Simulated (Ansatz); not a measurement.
Consider Al2Cu (space group I4/mcm, No. 140; a = 6.060 Å, c = 4.875 Å). Axes: x, y, z lie along a, b, c of the conventional cell.

Calculations: PBE (Ansatz, an electronic-structure program; PAW; 420 eV plane waves; scalar-relativistic without spin-orbit coupling).

Before the change:

```
Property           Result
---------------  --------
Volume per atom  14.92 Å³
Pressure          0.0 GPa
```

Now apply this change: tensile biaxial strain of 0.91 % in the plane normal to [001], as in epitaxy on a mismatched substrate; the out-of-plane cell vector and the atoms relax.

Question: How does this affect the energy relative to the base?

Answer: The energy increases by 1.5 meV/atom.

Question: Estimate the effect on the volume per atom.

Answer: The volume per atom grows by 0.159 Å³ to 15.07 Å³.

Question: What happens to the pressure?

Answer: The pressure (mean of the normal stresses, compression positive) goes from zero to -1.1 GPa.

A biaxial case was relaxed in a doubled cell and then solved in the primitive one. Without a gap, meshes like the base's 12×12×12 leave anisotropic stresses uncertain by several tenths of a GPa, and small strain energies with them. No phonon test of stability was made. All final runs are without spin polarisation.
